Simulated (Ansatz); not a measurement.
# A computed series for hypothetical cubic perovskite TlSbO3: response to strain

Base system: TlSbO$_{3}$ in the cubic perovskite structure (space group Pm-3m, No. 221; a = 4.050 Å; a hypothetical phase, not in the database extracts checked). Axes: x, y, z lie along the cube axes.

Strains are applied to the cell and any free atomic positions relax; under biaxial strain the out-of-plane vector relaxes too; under stress the whole cell relaxes.

Calculations: r2SCAN (Ansatz, an electronic-structure program), scalar-relativistic without spin-orbit coupling.

Notes on the quantities. pressure: mean of the normal stresses, compression positive; energy relative to the base: free energy F.

```json
[
 {"change": "base", "space group": "Pm-3m (No. 221)", "pressure": "0.0 GPa", "shortest interatomic distance": "2.025 Å", "energy relative to the base": "0 meV/atom"},
 {"change": "biaxial strain −2.92 %, plane normal [001], relaxed out of plane", "space group": "P4/mmm (No. 123)", "pressure": "7.4 GPa", "shortest interatomic distance": "1.966 Å", "energy relative to the base": "+25 meV/atom"},
 {"change": "biaxial strain +1.95 %, plane normal [111], relaxed out of plane", "space group": "R-3m (No. 166)", "pressure": "-3.8 GPa", "shortest interatomic distance": "2.044 Å", "energy relative to the base": "+9.7 meV/atom"},
 {"change": "biaxial strain +3.46 %, plane normal [111], relaxed out of plane", "space group": "R-3m (No. 166)", "pressure": "-6.3 GPa", "shortest interatomic distance": "2.060 Å", "energy relative to the base": "+29 meV/atom"},
 {"change": "uniaxial strain ε_xx = −1.32 %", "space group": "P4/mmm (No. 123)", "pressure": "2.2 GPa", "shortest interatomic distance": "1.998 Å", "energy relative to the base": "+2.1 meV/atom"},
 {"change": "uniaxial strain ε_xx = +1.08 %", "space group": "P4/mmm (No. 123)", "pressure": "-1.6 GPa", "shortest interatomic distance": "2.025 Å", "energy relative to the base": "+1.3 meV/atom"},
 {"change": "uniaxial strain ε_zz = −0.68 %", "space group": "P4/mmm (No. 123)", "pressure": "1.1 GPa", "shortest interatomic distance": "2.011 Å", "energy relative to the base": "+0.5 meV/atom"},
 {"change": "uniaxial stress, 1 GPa compression along x", "space group": "P4/mmm (No. 123)", "pressure": "–", "shortest interatomic distance": "2.017 Å", "energy relative to the base": "+0.2 meV/atom"},
 {"change": "tensor shear ε_xz = +2.48 %", "space group": "Cmmm (No. 65)", "pressure": "0.2 GPa", "shortest interatomic distance": "2.025 Å", "energy relative to the base": "+10 meV/atom"}
]
```

Without a gap, meshes like the base's 12×12×12 leave anisotropic stresses uncertain by several tenths of a GPa, and small strain energies with them. Beyond what the load breaks, stability against distortions was not tested. The final runs are not spin-polarised. Many cubic perovskites are stable only at high temperature; tilts and polar distortions were not tested.
